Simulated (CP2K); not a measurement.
CP2K run on Sr (Fm-3m, 1 atom in the cell): self-consistent single point.

Method of the run: PBE, GPW, DZVP-MOLOPT-SR-GTH basis, GTH-PBE potentials (GTH_POTENTIALS) run with CP2K.

The change in words: lattice scaled by 0.98. Reference geometry:
```xyz
1
Lattice="4.2085 0.0000 0.0000 2.1042 3.6447 0.0000 2.1042 1.2149 3.4362" Properties=species:S:1:pos:R:3 pbc="T T T"
Sr     0.0000     0.0000     0.0000
```

Reference input (self-consistent single point, DFT PBE, GPW, DZVP-MOLOPT-SR-GTH basis, GTH-PBE potentials (GTH_POTENTIALS)): CUTOFF = 500 Ry; REL_CUTOFF = 60 Ry; SMEAR/METHOD = FERMI_DIRAC; ELECTRONIC_TEMPERATURE = 1160.45 K; KPOINTS/SCHEME = MONKHORST-PACK 8 8 8; GAMMA_CENTERED = T; XC_FUNCTIONAL = PBE; Sr/BASIS_SET = DZVP-MOLOPT-SR-GTH; Sr/POTENTIAL = GTH-PBE-q10; METHOD = GPW; EPS_DEFAULT = 1e-10; NGRIDS = 5. This run's input differs from it in these lines:

```diff
@@ -63,4 +63,4 @@
     &CELL
-      ABC 4.20849600 4.20849561 4.20849629
-      ALPHA_BETA_GAMMA 60.00000328 60.00000226 59.99999695
+      ABC 4.12432600 4.12432592 4.12432583
+      ALPHA_BETA_GAMMA 60.00000349 59.99999865 59.99999938
       PERIODIC XYZ
```

Log, with long lists cut:

```
 SCF WAVEFUNCTION OPTIMIZATION

  Step     Update method      Time    Convergence         Total energy    Change
     1 NoMix/Diag. 0.30E+00      -     1.47266428       -30.8314216480 -3.08E+01
     2 Broy./Diag. 0.30E+00      -     0.00312930       -30.6755730652  1.56E-01
     3 Broy./Diag. 0.30E+00      -     0.00731083       -30.7175416508 -4.20E-02
     4 Broy./Diag. 0.30E+00      -     0.00098698       -30.7278321260 -1.03E-02
     5 Broy./Diag. 0.30E+00      -     0.00048993       -30.7233938600  4.44E-03
     6 Broy./Diag. 0.30E+00      -     0.00004466       -30.7228756257  5.18E-04
     7 Broy./Diag. 0.30E+00      -     0.00001073       -30.7230583863 -1.83E-04
     8 Broy./Diag. 0.30E+00      -     0.00000041       -30.7230741993 -1.58E-05
     9 Broy./Diag. 0.30E+00      -     0.00000049       -30.7230726560  1.54E-06
    10 Broy./Diag. 0.30E+00      -     4.7112E-09       -30.7230727975 -1.42E-07
  *** SCF run converged in    10 steps ***

  Overlap energy of the core charge distribution:               0.00000000000000
  Self energy of the core charge distribution:                -58.76974828622462
  Core Hamiltonian energy:                                     12.88973764354962
  Hartree energy:                                              19.49224486851157
  Exchange-correlation energy:                                 -4.33409519651154
  Electronic entropic energy:                                  -0.00121182683815
  Fermi energy:                                                 0.17801053695283

  Total energy:                                               -30.72307279754075
  Total energy (extrapolated to T->0):                        -30.72246688412168

   [... lines left out ...]

 STRESS| Analytical stress tensor [bar]
 STRESS|                        x                   y                   z
 STRESS|      x        1.85830207405E+04   1.16346673299E-02   8.22126716451E-03
 STRESS|      y        1.16346673299E-02   1.85830025589E+04   1.08476421035E-02
 STRESS|      z        8.22126716451E-03   1.08476421035E-02   1.85830048529E+04
 STRESS| 1/3 Trace                                             1.85830093841E+04
```

The run converged in 10 iterations. Against the reference run the free energy rises by 26.3 meV/atom and the pressure goes from 0.90 to 1.86 GPa.

The starting cell has typed, rounded lattice constants, without a prior relaxation at this level. Its lattice was rescaled by a random factor within 2.5 % of one. For this run, on top of that: lattice scaled by 0.98. Values carry the incompleteness of an atom-centred basis.
